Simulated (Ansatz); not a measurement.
bcc Mo (1 1 0) on 3C silicon carbide (0 0 1) (film strained to the substrate, started from cuts of the bulks and a machine-learned relaxation; slabs C18Si15 and Mo20, which can lie off the formulas)

A periodic stack without vacuum, bcc Mo (1 1 0) on 3C silicon carbide (0 0 1) (film strained to the substrate, started from cuts of the bulks and a machine-learned relaxation; slabs C18Si15 and Mo20, which can lie off the formulas): substrate slab C18Si15, film Mo20, surface cells [[-3, 0], [-1, -1]] and [[0, 2], [-2, -1]], film strained by -2.0 and +3.9 %, outermost planes C/C and Mo/Mo as cut, which need not be the usual terminations and can put a slab off its formula.

The start was prepared with a machine-learned potential, and the result is one local minimum, with the in-plane cell held and forces under 0.04 eV/Å; the film can end far from its bulk form.

Computed with PBE (plane waves to 420 eV, PAW; Ansatz, a program for electronic structure). Scalar-relativistic, without spin–orbit coupling; the runs are not spin-polarised; PBE gaps are too small against experiment. Its k-point mesh 3×8×1, Fermi–Dirac width 0.05 eV.

| Quantity | Result |
|---|---|
| interface area | 28.8 Å² |
| period | 22.93 Å |
| heights between the nearest atoms of the two slabs at the two interfaces | 0.99 and 0.97 Å |
| C–Mo contacts across the interfaces within 1.22 times the sum of covalent radii | 19, mean 2.27 Å |
| Mo–Si contacts across the interfaces within 1.22 times the sum of covalent radii | 7, mean 2.75 Å |
| hole barrier (PBE, at the middle of a substrate layer that carries a field) | 1.14 eV |
| electron barrier (PBE, at the middle of a substrate layer that carries a field) | 0.24 eV |
| slope of the mean potential energy in the substrate | +2.3 MV/cm × e |

```
Mo20C18Si15
1.0
    9.29139     0.00026     0.01336
    0.00000     3.09670    -0.05172
   -1.77626    -1.15918    22.94959
C Si Mo
18 15 20
Direct
  0.70185   0.47909   0.12528
  0.36734   0.47873   0.12449
  0.03691   0.48366   0.13451
  0.51677   0.92983   0.02650
  0.15792   0.93357   0.03404
  0.87688   0.93369   0.03427
  0.73293   0.57498   0.31747
  0.40568   0.57689   0.32125
  0.07456   0.57544   0.31833
  0.55089   0.02720   0.22171
  0.22496   0.02857   0.22437
  0.88407   0.02869   0.22460
  0.79069   0.67045   0.50893
  0.45156   0.67365   0.51445
  0.08050   0.67044   0.50872
  0.59248   0.12427   0.41628
  0.25507   0.12574   0.41900
  0.91956   0.11999   0.40788
  0.71072   0.00368   0.17459
  0.37657   0.00321   0.17361
  0.04584   0.00636   0.17998
  0.87053   0.45783   0.08270
  0.52596   0.45488   0.07664
  0.18283   0.45760   0.08231
  0.74281   0.09834   0.36431
  0.41371   0.10123   0.37003
  0.08372   0.09926   0.36611
  0.89430   0.55235   0.27203
  0.55906   0.55146   0.27033
  0.23314   0.55231   0.27198
  0.92672   0.64330   0.45474
  0.60520   0.64790   0.46373
  0.26555   0.65068   0.46894
  0.42808   0.20631   0.57983
  0.93063   0.19431   0.55782
  0.18757   0.70995   0.58725
  0.66326   0.70669   0.57991
  0.19863   0.25619   0.67922
  0.70377   0.25284   0.67214
  0.94813   0.75161   0.67000
  0.44844   0.75638   0.67924
  0.96660   0.30266   0.77172
  0.47135   0.30211   0.77103
  0.72421   0.80198   0.77070
  0.21260   0.80300   0.77259
  0.74382   0.35145   0.86935
  0.23040   0.35152   0.86996
  0.48604   0.84752   0.86174
  0.98696   0.85298   0.87250
  0.50433   0.39686   0.96034
  0.00794   0.40892   0.98431
  0.27208   0.89735   0.96187
  0.73654   0.89758   0.96169
```
